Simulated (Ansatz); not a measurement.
**Si: response to strain**

The parent structure is Si (space group P6_3/mmc, No. 194; a cell from a computed database, its experimental status unchecked).

```yaml
crystal:
  lattice:
    - [3.83200, 0.00000, 0.00000]
    - [-1.91600, 3.31861, 0.00000]
    - [0.00000, 0.00000, 6.34165]
  atoms:
    - { symbol: Si, position: [0.33333, 0.66667, 0.06308] }
    - { symbol: Si, position: [0.66667, 0.33333, 0.93692] }
    - { symbol: Si, position: [0.66667, 0.33333, 0.56308] }
    - { symbol: Si, position: [0.33333, 0.66667, 0.43692] }
```

Strains are applied to the cell and any free atomic positions relax.

Calculations: r2SCAN, PAW, 500 eV (Ansatz, a quantum-chemistry and plane-wave program; spin-orbit coupling left out), earlier PAW set.

| isotropic strain (%) | band gap (eV) |
|---|---|
| -1.06 | 0.54 |
| 0 | 0.61 |
| 0.92 | ? |
| 2.72 | 0.77 |

Q: Fit E_g = E₀ + Dε (ε in %) to the rows shown and predict the withheld row.

A: Least squares on the printed values gives E₀ = 0.61 eV, D = 60.4 meV per % of strain (largest residual 0.00 eV); this predicts 0.66 eV, and the run gives 0.67 eV, in agreement.

Whether these cells are dynamically stable was not tested. This is not the structure that Si has at room temperature and ambient pressure.
